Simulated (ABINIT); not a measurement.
# A self-consistent single point of LaH3 (I4mm, 4 atoms in the cell) with ABINIT

Computed with LDA (PW92), PAW (JTH v2.0 LDA PAW) (plane waves; ABINIT).

Input as run:

```
# LaH3, JTH v2.0 LDA PAW
pp_dirpath "./"
pseudos "La.LDA_PW-JTH.xml, H.LDA_PW-JTH.xml"
acell 3*1.0
rprim
        -3.5294131371    3.5294131371    5.7458653497
         3.5294131371   -3.5294131371    5.7458653497
         3.5294131371    3.5294131371   -5.7458653497
natom 4
ntypat 2
znucl 57 1
typat 1 2 2 2
xred
         0.0082220000    0.0082220000    0.0000000000
         0.7500000000    0.2500000000    0.5000000000
         0.2500000000    0.7500000000    0.5000000000
         0.5000000000    0.5000000000    0.0000000000
ecut 816 eV
pawecutdg 1633 eV
pawxcdev 0
occopt 3
tsmear 0.00073499
nband 12
kptopt 1
ngkpt 4 4 4
nshiftk 1
shiftk 0 0 0
nstep 50
tolvrs 1.0e-12
prtwf 0
prtden 0
enunit 2
```

The program printed (abridged):

```
 Symmetries : space group I4 m m (#107); Bravais tI (body-center tetrag.)

 -outvars: echo values of preprocessed input variables --------
            acell      1.0000000000E+00  1.0000000000E+00  1.0000000000E+00 Bohr
             ecut      2.99874495E+01 Hartree
           enunit           2
              ixc       -1012
         kptrlatt        4    0    0      0    4    0      0    0    4
          kptrlen      2.82353051E+01
            natom           4
            nband          12
            ngfft          40      40      40
          ngfftdg          54      54      54
             nkpt          13
            nstep          50
             nsym           8
           ntypat           2
           occopt           3
        pawecutdg      6.00116484E+01 Hartree
         pawxcdev           0
            rprim     -3.5294131371E+00  3.5294131371E+00  5.7458653497E+00
                       3.5294131371E+00 -3.5294131371E+00  5.7458653497E+00
                       3.5294131371E+00  3.5294131371E+00 -5.7458653497E+00
          spgroup         107
           tolvrs      1.00000000E-12
           tsmear      7.34990000E-04 Hartree
            typat      1  2  2  2
           useylm           1
             xred      8.2220000000E-03  8.2220000000E-03  0.0000000000E+00
                       7.5000000000E-01  2.5000000000E-01  5.0000000000E-01
                       2.5000000000E-01  7.5000000000E-01  5.0000000000E-01
                       5.0000000000E-01  5.0000000000E-01  0.0000000000E+00
            znucl       57.00000    1.00000

== DATASET  1 ==================================================================

 Real(R)+Recip(G) space primitive vectors, cartesian coordinates (Bohr,Bohr^-1):
 R(1)= -3.5294131  3.5294131  5.7458653  G(1)=  0.0000000  0.1416666  0.0870191
 R(2)=  3.5294131 -3.5294131  5.7458653  G(2)=  0.1416666  0.0000000  0.0870191
 R(3)=  3.5294131  3.5294131 -5.7458653  G(3)=  0.1416666  0.1416666  0.0000000
 Unit cell volume ucvol=  2.8629940E+02 bohr^3
 Angles (23,13,12)=  1.24745090E+02  1.24745090E+02  8.19606776E+01 degrees

 Coarse grid specifications (used for wave-functions):

 getcut: wavevector=  0.0000  0.0000  0.0000  ngfft=  40  40  40
         ecut(hartree)=     29.987   => boxcut(ratio)=   2.13362

 Fine grid specifications (used for densities):

 getcut: wavevector=  0.0000  0.0000  0.0000  ngfft=  54  54  54
         ecut(hartree)=     60.012   => boxcut(ratio)=   2.03539

   9.05827885E+02                                ecore*ucvol(ha*bohr**3)

_setup2: Arith. and geom. avg. npw (full set) are    2247.578    2247.562

--- !BeginCycle
solver: {iscf: 17, nstep: 50, nline: 4, wfoptalg: 10, }
tolerances: {tolvrs: 1.00E-12, }
...

     iter   Etot(hartree)      deltaE(h)  residm     nres2
 ETOT  1  -33.751651264556    -3.375E+01 4.497E-01 1.350E+01
 ETOT  2  -34.000048366649    -2.484E-01 6.496E-03 2.599E+00
 ETOT  3  -33.997851244554     2.197E-03 5.581E-03 1.981E-01
 ETOT  4  -33.997711481370     1.398E-04 1.097E-03 1.333E-02
 ETOT  5  -33.997705032036     6.449E-06 9.646E-04 9.102E-04
 ETOT  6  -33.997705458816    -4.268E-07 9.071E-04 1.138E-05
   [... 2 lines left out ...]
 ETOT  9  -33.997705470347     7.354E-12 1.842E-04 2.540E-09
 ETOT 10  -33.997705470357    -1.031E-11 2.629E-04 1.376E-10
 ETOT 11  -33.997705470357     3.553E-14 1.103E-04 2.655E-11
 ETOT 12  -33.997705470357     5.684E-14 3.465E-05 1.226E-12
 ETOT 13  -33.997705470357    -2.558E-13 1.936E-05 8.998E-14

 At SCF step   13       nres2   =  9.00E-14 < tolvrs=  1.00E-12 =>converged.

 Cartesian components of stress tensor (hartree/bohr^3)
  sigma(1 1)=  8.96893522E-05  sigma(3 2)=  0.00000000E+00
  sigma(2 2)=  8.96893522E-05  sigma(3 1)=  0.00000000E+00
  sigma(3 3)=  8.10121658E-05  sigma(2 1)=  0.00000000E+00

 ----iterations are completed or convergence reached----

 reduced coordinates (array xred) for    4 atoms
       0.008222000000      0.008222000000      0.000000000000
       0.750000000000      0.250000000000      0.500000000000
       0.250000000000      0.750000000000      0.500000000000
       0.500000000000      0.500000000000      0.000000000000
 cartesian forces (eV/Angstrom) at end:
    1      0.00000000000000     0.00000000000000    -0.11556649469202
    2     -0.00000000000000    -0.00000000000000     0.07976285548994
    3      0.00000000000000     0.00000000000000     0.07976285548994
    4     -0.00000000000000    -0.00000000000000    -0.04395921628786
 frms,max,avg= 4.8315158E-02 1.1556649E-01   0.000E+00  0.000E+00 -4.636E-04 e/A
 length scales=  1.000000000000  1.000000000000  1.000000000000 bohr
              =  0.529177208590  0.529177208590  0.529177208590 angstroms
 Fermi (or HOMO) energy (hartree) =   0.14893   Average Vxc (hartree)=  -0.39360
 Eigenvalues (hartree) for nkpt=  13  k points:
 kpt#   1, nband= 12, wtk=  0.01563, kpt=  0.0000  0.0000  0.0000 (reduced coord)
  -1.05715   -0.43993   -0.43699   -0.43699   -0.12792    0.06731    0.14511    0.15642
   0.19509    0.19509    0.20805    0.21696
      occupation numbers for kpt#   1
   2.00000    2.00000    2.00000    2.00000    2.00000    2.00000    1.98892    0.00008
   0.00000    0.00000    0.00000    0.00000
 prteigrs : prtvol=0 or 1, do not print more k-points.

 Fermi (or HOMO) energy (eV) =   4.05255   Average Vxc (eV)= -10.71039
 Eigenvalues (   eV  ) for nkpt=  13  k points:
 kpt#   1, nband= 12, wtk=  0.01563, kpt=  0.0000  0.0000  0.0000 (reduced coord)
 -28.76639  -11.97117  -11.89098  -11.89098   -3.48095    1.83153    3.94874    4.25629
   5.30870    5.30870    5.66134    5.90374
 prteigrs : prtvol=0 or 1, do not print more k-points.

--- !EnergyTerms
comment             : Components of total free energy in Hartree
kinetic             :  1.12264998637620E+01
hartree             :  3.40818375774578E+00
xc                  : -1.14298691791281E+01
Ewald energy        : -3.02428006401779E+01
psp_core            :  3.16391825676359E+00
local_psp           : -1.11177888809953E+01
spherical_terms     :  9.94153149222717E-01
internal            : -3.39977036728072E+01
'-kT*entropy'       : -1.75617614147529E-06
total_energy        : -3.39977054289833E+01
total_energy_eV     : -9.25124612787271E+02
...

-Cartesian components of stress tensor (GPa)         [Pressure= -2.5537E+00 GPa]
- sigma(1 1)=  2.63875140E+00  sigma(3 2)=  0.00000000E+00
- sigma(2 2)=  2.63875140E+00  sigma(3 1)=  0.00000000E+00
- sigma(3 3)=  2.38345981E+00  sigma(2 1)=  0.00000000E+00

 Calculation completed.
```

The run converged in 13 iterations.

The starting cell comes from a database of computed structures (which also holds hypothetical and non-ambient phases and stackings), without a prior relaxation at this level. Its lattice was rescaled by up to half a per cent. One atom was moved a little off its site on purpose.
